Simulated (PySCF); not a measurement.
PySCF 2.14.0, unrestricted B3LYP/def2-svp, df: I[B]I, charge 0, multiplicity 2, 3 atoms. The geometry is a generated start, not checked to be a minimum at this level.

```
Item                                                Result
-------------------------  -------------------------------
task                                                energy
method                                               b3lyp
basis                                             def2-svp
two-electron scheme                        density fitting
mol.max_memory                                     3000 MB
mf.max_cycle                                           100
mf.init_guess                              minao (default)
mf.DIIS                                    CDIIS (default)
mf.diis_space                                  8 (default)
mf.conv_tol                                1e-09 (default)
mf.grids.level                                 3 (default)
effective core potentials  those of the basis set, past Kr
basis functions                                         66
grid points                                          57968
```

```xyz
3

I     -1.8610    -0.3306     0.0192
B     -0.0079     0.6153     0.0001
I      1.8689    -0.2847    -0.0194
```

Charge 0 and multiplicity 2 are set for this test and not shown to be the ground state.

One run each on 2 threads, 1 BLAS thread. Values of level_shift (Hartree) tried: 0 (default), 0.1, 0.3, 1.

Question: Which value of level_shift (Hartree) needs the fewest Fock builds, and what happens away from it?

Answer: Fewest Fock builds: 0 (default) with 15. The count rises to 51 at 1. All converge to one solution.

```json
[
 {"level_shift (Hartree)": "0 (default)", "Fock builds": "15", "end": "same solution"},
 {"level_shift (Hartree)": "0.1", "Fock builds": "17", "end": "same solution"},
 {"level_shift (Hartree)": "0.3", "Fock builds": "23", "end": "same solution"},
 {"level_shift (Hartree)": "1", "Fock builds": "51", "end": "same solution"}
]
```
